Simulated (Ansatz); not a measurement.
CdO (P6₃mc, No. 186, 4 atoms in the cell; start mp-13119; a measured phase of this formula has another space group), treated with PBEsol+SOC (plane waves, PAW; Ansatz, a quantum-chemistry and plane-wave program).

Run with plane-wave cutoff 520 eV, 18×18×10 k mesh (along the axes of the cell as run), Fermi–Dirac smearing 0.05 eV, PAW data made under PBE.

Cell (relaxed with PBEsol):

```yaml
crystal:
  lattice:
    - [3.62448, 0.00000, 0.00000]
    - [-1.81224, 3.13889, 0.00000]
    - [0.00000, 0.00000, 5.65906]
  atoms:
    - { symbol: Cd, position: [0.66667, 0.33333, 0.49744] }
    - { symbol: Cd, position: [0.33333, 0.66667, 0.99744] }
    - { symbol: O, position: [0.66667, 0.33333, 0.88746] }
    - { symbol: O, position: [0.33333, 0.66667, 0.38746] }
```

Q: Predict the band gap and smallest direct gap on the k points sampled.

A: 
- band gap = 0.02 eV (under three smearing widths, so not firm)
- smallest direct gap on the k points sampled = 0.05 eV (under three smearing widths, so not firm)

Computed values are for the static lattice.

Computing time: very roughly 5 core-minutes.

A start named mp-… is a Materials Project structure, which need not be a measured phase.
